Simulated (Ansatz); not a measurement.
Base system: HfS2 in the CdI2 type structure (space group P-3m1, No. 164; a = 3.606 Å, c = 5.768 Å; layered, stacked along the Cartesian z axis). Axes: x lies along a and z along c of the hexagonal cell.

Calculations: Ansatz (an electronic-structure program) PBE-D3(BJ), scalar-relativistic without spin-orbit coupling.

For the base:

```
Property     Value
--------  --------
Pressure  0.00 GPa
```

Perturbation: biaxial strain +0.95 %, plane normal [001], relaxed out of plane (Cartesian); in-plane vectors clamped, the third vector and the atoms free.

Question: What happens to the out-of-plane strain?

Answer: The out-of-plane strain amounts to -0.37 %.

Question: What happens to the pressure?

Answer: The pressure (mean of the normal stresses, compression positive) goes from zero to -1.03 GPa.

Stability against distortions was not tested.
